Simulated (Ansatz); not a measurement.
The reference is Ta in the bcc (W type) structure (space group Im-3m, No. 229; a = 3.306 Å; relaxed with 0.1 eV smearing). Axes: x, y, z lie along the cube axes.

Structures relaxed with r2SCAN (Ansatz, a program for electronic structure), no spin-orbit coupling.

Base:

Simulated powder pattern, Cu Kα1, λ = 1.54056 Å (kinematic, ideal powder, no thermal factors, no anomalous dispersion; the 14 strongest lines at most, above 2 %, up to 2θ = 90°):

```csv
2θ (°),I/Imax (%),hkl
38.48,100,(110)
55.55,18,(200)
69.60,37,(211)
82.45,12,(220)
```

After one change:

Simulated powder pattern, Cu Kα1, λ = 1.54056 Å (kinematic, ideal powder, no thermal factors, no anomalous dispersion; the 14 strongest lines at most, above 2 %, up to 2θ = 90°):

```tsv
2θ (°)	I/Imax (%)
38.42	100
39.09	48
54.44	9.4
56.47	17
69.04	19
70.37	35
82.30	12
83.98	5.6
```

Question: What was done to the base?
A) biaxial strain −2.00 %, plane normal [001], relaxed out of plane
B) biaxial strain −1.50 %, plane normal [001], relaxed out of plane
C) biaxial strain −3.00 %, plane normal [001], relaxed out of plane
D) biaxial strain −0.50 %, plane normal [001], relaxed out of plane

Answer: B, biaxial strain −1.50 %, plane normal [001], relaxed out of plane. Its volume per atom is 17.86 Å³ against 18.07 Å³, and its space group is I4/mmm (No. 139).

Stability against distortions was not tested. The final runs are not spin-polarised.
